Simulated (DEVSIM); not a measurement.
Device: Schottky contact on n-type ZnO, at 300 K.

Layer 1 from the left is ZnO, thickness (μm) 0.340, Nd (cm⁻³) 2.3e17, τn (s) 1.5e-8, τp (s) 1.5e-8.

Left contact: Schottky, work function 5.9 eV, emission velocity 5.1e6 cm/s. Right contact: ohmic. Voltage is applied to the left contact. Recombination: SRH at mid-gap, Auger. Mobility is constant in doping.

The device is made up for the run: typed textbook-type constants, with dimensions and the other settings drawn at random. Values at 300 K.

ZnO: gap (eV) 3.37, affinity (eV) 4.5, permittivity 8.7, Nc (cm⁻³) 3.7e18, Nv (cm⁻³) 1.8e19, μn (cm²/Vs) 200, μp (cm²/Vs) 20, Cn (cm⁶/s) 1e-31, Cp (cm⁶/s) 1e-31.

Model (solved in DEVSIM): 1D drift-diffusion, Boltzmann statistics, complete ionisation; no tunnelling, impact ionisation, image-force lowering or self-heating. Metal contacts follow the ideal Schottky-Mott rule: no Fermi-level pinning, no interface dipoles.

Dark forward current:

| |V| (V) | |J| (A/cm²) |
|---|---|
| 0.25 | 1.341e-13 |
| 0.30 | 9.256e-13 |
| 0.35 | 6.390e-12 |
| 0.40 | 4.411e-11 |
| 0.45 | 3.044e-10 |
| 0.50 | 2.100e-9 |
| 0.55 | 1.449e-8 |
| 0.60 | 9.989e-8 |
| 0.65 | 6.885e-7 |
| 0.70 | 4.744e-6 |
| 0.75 | 3.267e-5 |
| 0.80 | 0.0002248 |
| 0.85 | 0.001546 |
| 0.90 | 0.01061 |
| 0.95 | 0.07278 |
| 1.00 | 0.4979 |
| 1.05 | 3.393 |
| 1.10 | 22.92 |
| 1.15 | 150.5 |
| 1.20 | 875.0 |
| 1.25 | 3560 |

Task: Work out the local ideality factor n = ΔV / (kT/q · ln(J2/J1)) between the rows 0.25 and 0.30 V, 0.30 and 0.35 V, 1.20 and 1.25 V.

Result: kT/q = 25.85 mV. From 0.25 to 0.30 V: ln(9.256e-13/1.341e-13) = 1.932, n = 1.00, near the 1 of diffusion or emission over a barrier. From 0.30 to 0.35 V: ln(6.390e-12/9.256e-13) = 1.932, n = 1.00, near the 1 of diffusion or emission over a barrier. From 1.20 to 1.25 V: ln(3560/875.0) = 1.403, n = 1.38; the layers' resistance at their doping, Σ W/(qμN) = 4.6e-6 Ω cm², would take 12 mV of this step of 50 mV.

Task: Estimate the current at 0.70 V for emission alone, J0 = q v N_band exp(−φB/kT), and read the barrier back from the simulated current.

Result: φB = 1.400 eV, N_band = 3.70e18 cm⁻³, J0 = 9.11e-18 A/cm²; J = J0 (exp(qV/kT) − 1) = 5.25e-6 A/cm². The simulation gives 4.74e-6 A/cm²; the estimate lies 11 % above. Read backwards, the simulated current gives an apparent barrier of 1.403 eV. The estimate leaves out transport through the depletion region and minority injection.
